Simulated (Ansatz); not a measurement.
## SrTiO3: band gap against strain

SrTiO3 (cubic perovskite, Pm-3m, 11.451 Å³/atom at rest, cube axes along x, y and z) under an equal strain ε along all three axes. LDA in Ansatz, a plane-wave DFT program (PAW, default set), 420 eV, 9×9×9 Γ-centred mesh, Fermi-Dirac smearing 0.05 eV; ions are relaxed within the symmetry of each cell. Gaps are the smallest over the k-mesh and a band path, without spin-orbit coupling; in all rows the valence edge lies at about 1.4 Å⁻¹ from Γ and the conduction edge at Γ.

Here s stands for strain and Eg for gap.

```
strain (%)  gap (eV)
----------  --------
-3.00              ?
-1.20           1.91
-0.60           1.88
0.00            1.85
0.60            1.82
1.20            1.79
```

Q: Using a straight line, estimate the missing Eg at s = -3.00 from the other rows, showing the fit.

A: Means: s 0, Eg 1.850. About the means, the sum of products is -0.18000 and the sum of squares of s is 3.6000; the slope is their ratio. Least squares gives Eg = 1.850 - 0.0500·s. Residuals (row less fit): 0.000, 0.000, 0.000, 0.000, 0.000; standard error 0.000 (degrees of freedom: 3). Over these rows the gap moves by -5.0 ± 0.2 eV per unit strain, or -1.7 eV per unit of ln V. At the withheld row, Eg = 1.850 - 0.0500 × (-3.0) = 2.000 eV. The calculation gives 2.00 eV, which the fit meets to the printed digits. The row lies outside the fitted rows, so this is an extrapolation. The fitted rows scatter only by rounding.

The primitive cell can neither tilt nor turn polar against its symmetry, as such crystals can under strain. Other structures, which can take over under pressure, weren't tried. SrTiO3 is here the ideal cubic form; the compound distorts at low or room temperature. Rows are the converged runs of the series near zero and its far end; series whose fitted rows scatter by over a few per cent of the range, as at a crossing or softening among them, aren't shown in this form. Most that stay on the fit to the last digits aren't either.
